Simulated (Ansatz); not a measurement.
Consider WSi2 (space group I4/mmm, No. 139; relaxed with 0.1 eV smearing).

```
CELL_PARAMETERS angstrom
     -1.61445     1.61445     3.93487
      1.61445    -1.61445     3.93487
      1.61445     1.61445    -3.93487
ATOMIC_POSITIONS crystal
  Si 0.66548 0.66548 0.00000
  Si 0.33452 0.33452 0.00000
  W  0.00000 0.00000 0.00000
```

Calculations: plane-wave PAW DFT at the PBE level (Ansatz, an electronic-structure program, 420 eV), without spin-orbit coupling.

Strains are applied to the cell and any free atomic positions relax.

One change was made to it. Results:

The energy goes up by 36 meV/atom; the pressure (mean of the normal stresses, compression positive) goes from zero to 15.1 GPa; the band gap stays zero.

**Question.** Name the change that was made.
A) isotropic strain −3.00 %
B) isotropic strain −2.00 %
C) isotropic strain +0.50 %
D) isotropic strain +1.50 %
E) isotropic strain −1.50 %

**Answer.** B, isotropic strain −2.00 %. For comparison, the energy relative to the base in the other runs: isotropic strain +0.50 % gives +2.1 meV/atom; isotropic strain +1.50 % gives +18 meV/atom; isotropic strain −3.00 % gives +84 meV/atom; isotropic strain −1.50 % gives +20 meV/atom.

Whether these cells are dynamically stable was not tested. All final runs are without spin polarisation.
